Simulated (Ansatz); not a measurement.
Base system: MgS in the rock salt structure (space group Fm-3m, No. 225; a = 5.182 Å).

Levels (all Ansatz, a first-principles code, PAW): PBEsol (420 eV, scalar-relativistic without spin-orbit coupling); r2SCAN (500 eV, no spin-orbit coupling).

Its gap is 2.73 eV with PBEsol and 3.49 eV with r2SCAN.

One thing is altered: Se takes the place of S on all its sites; the structure is relaxed again.

With PBEsol the gap becomes 1.78 eV.

If the r2SCAN correction stayed the same, what would the r2SCAN gap be, and what does the r2SCAN run give?

A rigid correction of +0.76 eV gives 2.54 eV. The r2SCAN run gives 2.50 eV, so the correction itself changes by -0.04 eV.

Single points use the geometry relaxed with PBEsol. Whether these cells are dynamically stable was not tested.
